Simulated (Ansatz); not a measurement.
Functionals compared on a constructed model of the (0001) surface of hcp Mg, a pseudomorphic layer of Ag in the host's stacking (bottom of the slab: a bare face, its two planes held), in Ansatz (plane waves, PAW). The structure was relaxed with PBE; the other rows are single points on it. Cutoff 420 eV (500 eV for r2SCAN).

Model: 7-atom slab, 15.3 Å thick at the start, 13x13x1 mesh, Fermi-Dirac 0.1 eV, dipole correction, 2 atoms held, the rest relaxed; start symmetry kept, larger cells not searched; no spin, no spin-orbit, no U. It is one candidate, not shown to be the stable structure of the face. These notes are the PBE run's.

| functional | work function of the top face (eV) | rough cost of the single point |
|---|---|---|
| PBE | 4.22 | – |
| RPBE | 4.02 | around 12 core-seconds (rough) |
| r2SCAN | 4.16 | roughly 30 core-seconds |

Ansatz is a program for electronic structure.
